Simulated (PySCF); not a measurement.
PySCF 2.14.0, CAM-B3LYP/def2-svp: C[Si@H]1C=N[Si@H](C)[SiH2]1, 18 atoms. The geometry is a generated start, not checked to be a minimum at this level.

| Item | Value |
|---|---|
| task | energy and gradient |
| method | cam-b3lyp |
| basis | def2-svp |
| mol.max_memory | 7000 MB |
| mf.init_guess | minao (default) |
| mf.DIIS | CDIIS (default) |
| mf.diis_space | 8 (default) |
| mf.conv_tol | 1e-09 (default) |
| mf.grids.level | 3 (default) |
| basis functions (reference run) | 165 |
| grid points (reference run) | 221688 |

```xyz
18

C      2.8961     0.2355    -0.3620
Si     1.4344    -0.7992     0.0932
C      0.5886    -0.2139     1.6621
N     -0.5378     0.4229     1.6942
Si    -1.3161     0.7590     0.1670
C     -3.0728     0.2449     0.3310
Si    -0.2512    -0.4875    -1.4811
H      3.6878     0.1440     0.3882
H      3.3172    -0.0712    -1.3246
H      2.6325     1.2953    -0.4353
H      1.8197    -2.2373     0.1621
H      1.1071    -0.4418     2.6078
H     -1.1746     2.2080    -0.1173
H     -3.5761     0.8037     1.1265
H     -3.1630    -0.8193     0.5718
H     -3.6304     0.4220    -0.5942
H      0.1942     0.2933    -2.6715
H     -0.9559    -1.7584    -1.8176
```

The reference run uses exact four-centre integrals. One run each, on a shared machine, so no times are given.

Settings tried, all else as in the reference:
- density fitting, auxbasis = autoaux
- density fitting, auxbasis = def2-universal-jfit
- density fitting of J alone, exact K
- density fitting

Question: Which settings reproduce the reference to 1.0 meV/atom in energy, 10 meV/Å in forces (largest component)?

Answer: Within it: density fitting, auxbasis = autoaux; density fitting; density fitting of J alone, exact K. Outside: density fitting, auxbasis = def2-universal-jfit.

```tsv
setting	energy against the reference	difference in forces (largest component)
density fitting, auxbasis = autoaux	−0.17 meV/atom	2.1 meV/Å
density fitting	−0.22 meV/atom	1.3 meV/Å
density fitting of J alone, exact K	−0.30 meV/atom	1.4 meV/Å
density fitting, auxbasis = def2-universal-jfit	+1400 meV/atom	1300 meV/Å
```

Total energies are compared; such shifts often cancel in part in energy differences. def2-universal-jfit is made for Coulomb alone and misses functions that exchange needs. Also tried and not ranked: density fitting, auxbasis = def2-universal-jkfit (same energy as a listed run); COSX exchange (sgx_fit, pjs) with fitted J, mf.with_df.grids_level_i = 1, mf.with_df.grids_level_f = 1 (gradient came out as NaN); COSX exchange (sgx_fit, pjs) with fitted J, mf.with_df.grids_level_i = 1, mf.with_df.grids_level_f = 2 (default) (gradient came out as NaN); COSX exchange (sgx_fit, pjs) with fitted J, mf.with_df.grids_level_i = 1, mf.with_df.grids_level_f = 3 (gradient came out as NaN); COSX exchange (sgx_fit, pjs) with fitted J, mf.with_df.grids_level_i = 1, mf.with_df.grids_level_f = 4 (gradient came out as NaN). The tolerance is a choice made for this comparison.
